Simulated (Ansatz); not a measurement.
# One base run on Si₃N₄ (P1, 14 atoms in the cell) and variants with one or two settings moved

```
CELL_PARAMETERS angstrom
      7.60454     0.00000     0.00000
     -3.80227     6.58573     0.00000
      0.00000     0.00000     2.90520
ATOMIC_POSITIONS crystal
  Si 0.23610 0.82969 0.74101
  Si 0.76672 0.17146 0.23669
  Si 0.40673 0.23173 0.24816
  Si 0.59103 0.76812 0.75390
  Si 0.17222 0.40105 0.74952
  Si 0.82697 0.59883 0.24426
  N  0.33342 0.66348 0.76087
  N  0.66388 0.33212 0.25696
  N  0.97246 0.67008 0.75697
  N  0.03011 0.33159 0.25755
  N  0.29859 0.97321 0.24794
  N  0.69678 0.03087 0.75174
  N  0.33111 0.30018 0.74924
  N  0.67388 0.69759 0.24518
```

Base run A: HSE06, PAW files made with PBE run with Ansatz (a first-principles code), self-consistent single point.

Its settings: basis.ecutwfc = 420 eV; kpoints.mp_grid.grid = 2 2 4; hamiltonian.xc = hse06; hamiltonian.pseudopotentials = {kind: paw} (the program's default PAW files); scf.occupations.method = fixed.

The starting cell comes from a database of computed structures (which also holds hypothetical and non-ambient phases and stackings), without a prior relaxation at this level. Its atoms were displaced at random from the sites of space group no. 176. In the base run, forces exceed 1 eV/Å. Ansatz's pressure includes its estimate of the finite-basis (Pulay) stress.

ΔF is the free energy per atom less that of run A. A dash stands where there is no value to compare (another energy zero or no entropy term, no result, no spin, no clean gap, or a mesh too coarse for one). Total energies depend on the potentials, the functional and any Hubbard or dispersion term, so they are compared only between runs that share all of them.

Run A gave: pressure (GPa) -0.43; largest force (eV/Å) 2.753; gap on the mesh (eV) 5.752; k-points 12.

Runs:
- B: hamiltonian.xc: hse06 → pbe0 [PBE0]
- C: kpoints.mp_grid.shift: default → 0 0 0.5
- D: scf.convergence.dr2_threshold: default (1e-07 eV) → 1e-06 eV
- E: scf.exx.singularity: default → wigner_seitz
- F: scf.mixing.preconditioner: default (the program chose none) → local_kerker
- G: basis.precision: default → f64
- H: scf.mixing.algorithm: default (the program chose MSR1) → anderson; scf.mixing.beta: default → 0.9

Problem. What does run B change against A?

Solution. The pressure goes from -0.43 to -0.58 GPa, the largest force hardly changes (2.753 to 2.754 eV/Å) and the gap on the mesh goes from 5.752 to 6.524 eV.

Problem. What does run C change against A?

Solution. The free energy goes down by 7.0 meV/atom, the pressure stays near -0.43 GPa while the zz stress (positive for compression) goes from -0.43 to -0.97 GPa, the largest force goes from 2.753 to 2.723 eV/Å and the gap on the mesh goes from 5.752 to 6.096 eV.

```
run  ΔF (meV/atom)  pressure (GPa)  largest force (eV/Å)  gap on the mesh (eV)  k-points
---  -------------  --------------  --------------------  --------------------  --------
A             0.00           -0.43                 2.753                 5.752        12
B                –           -0.58                 2.754                 6.524        12
C             -7.0           -0.43                 2.723                 6.096         8
D             0.00           -0.43                 2.753                 5.752        12
E                –           -0.43                 2.753                 5.752        12
F             0.00           -0.43                 2.753                 5.752        12
G             0.00           -0.43                 2.753                 5.752        12
H             0.00           -0.43                 2.753                 5.752        12
```

Left out of this page: 1 run of the series held back from this collection.

Keys are those of Ansatz 0.2.
